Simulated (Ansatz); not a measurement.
Level of theory: PBE (plane waves to 420 eV, PAW; Ansatz, a program for electronic structure).

Plane-averaged electrostatic potential energy along the normal, in eV from the Fermi level, for Ti on a Pd site (surface) in a 3x3 cell of the 1x1 (111) surface of fcc Pd:

| z (Å) | V (eV) |
|---|---|
| 5.20 | 5.24 |
| 5.49 | 5.24 |
| 5.78 | 5.24 |
| 6.07 | 5.24 |
| 6.36 | 5.24 |
| 6.64 | 5.23 |
| 6.93 | 5.21 |
| 7.22 | 5.16 |
| 7.51 | 5.06 |
| 7.80 | 4.85 |
| 8.09 | 4.36 |
| 8.38 | 3.28 |
| 8.67 | 0.64 |
| 8.96 | -5.74 |
| 9.24 | -13.11 |
| 9.53 | -17.69 |
| 9.82 | -15.55 |
| 10.11 | -8.80 |
| 10.40 | -1.74 |
| 10.69 | 1.26 |
| 10.98 | -0.41 |
| 11.27 | -6.81 |
| 11.56 | -13.98 |
| 11.84 | -17.92 |
| 12.13 | -15.16 |
| 12.42 | -8.30 |
| 12.71 | -1.46 |
| 13.00 | 1.04 |
| 13.29 | -1.07 |
| 13.58 | -7.72 |
| 13.87 | -14.72 |
| 14.16 | -18.00 |
| 14.44 | -14.60 |
| 14.73 | -7.61 |
| 15.02 | -1.11 |
| 15.31 | 0.64 |
| 15.60 | -2.24 |
| 15.89 | -8.86 |
| 16.18 | -15.12 |
| 16.47 | -17.27 |
| 16.76 | -13.09 |
| 17.04 | -6.01 |
| 17.33 | 0.23 |
| 17.62 | 2.97 |
| 17.91 | 4.10 |
| 18.20 | 4.62 |
| 18.49 | 4.85 |
| 18.78 | 4.96 |
| 19.07 | 5.01 |
| 19.36 | 5.04 |
| 19.64 | 5.05 |
| 19.93 | 5.05 |
| 20.22 | 5.06 |
| 20.51 | 5.06 |
| 20.80 | 5.06 |

Model: 36-atom slab, 6.8 Å thick at the start (thin: gaps and levels are the slab's own), 4x4x1 mesh, Fermi-Dirac 0.1 eV, dipole correction, 9 atoms held, the rest relaxed; held to the start's symmetry, so lower structures may exist; no spin, no spin-orbit, no U.

The vacuum level lies 5.06 eV above the Fermi level over the top face and 5.24 eV above it under the bottom face.
